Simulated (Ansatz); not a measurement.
## A computed series for MgSnO3: pressure series

Base system: MgSnO$_{3}$ (space group R-3, No. 148; a = 5.2787 Å, c = 14.1070 Å (hexagonal axes); a cell from a computed database, its experimental status unchecked).

Cell and atoms are relaxed at each pressure.

Calculations: PBEsol (Ansatz, a quantum-chemistry and plane-wave program; PAW; 420 eV plane waves; no spin-orbit coupling).

| pressure (GPa) | volume per atom (Å³/atom) |
|---|---|
| -2 | 11.506 |
| -1 | 11.425 |
| 0 | 11.347 |
| 0.3 | ? |
| 0.7 | 11.294 |
| 1.5 | 11.236 |
| 5 | 10.997 |
| 7.5 | 10.842 |
| 10 | 10.697 |

Fit the third-order Birch–Murnaghan form P(V) = (3B₀/2)[(V₀/V)^(7/3) − (V₀/V)^(5/3)]·[1 + (3/4)(B₀′ − 4)((V₀/V)^(2/3) − 1)] (squares taken in P) to the rows shown and predict the withheld row.

Least squares on the printed values gives V₀ = 11.347 Å³/atom, B₀ = 149 GPa, B₀′ = 4.4; this predicts 11.324 Å³/atom, and the run gives 11.324 Å³/atom, in agreement.

Load acts through the strain it causes; cell and atoms are relaxed under it. No phonon test of stability was made. No other phases were tried under pressure.
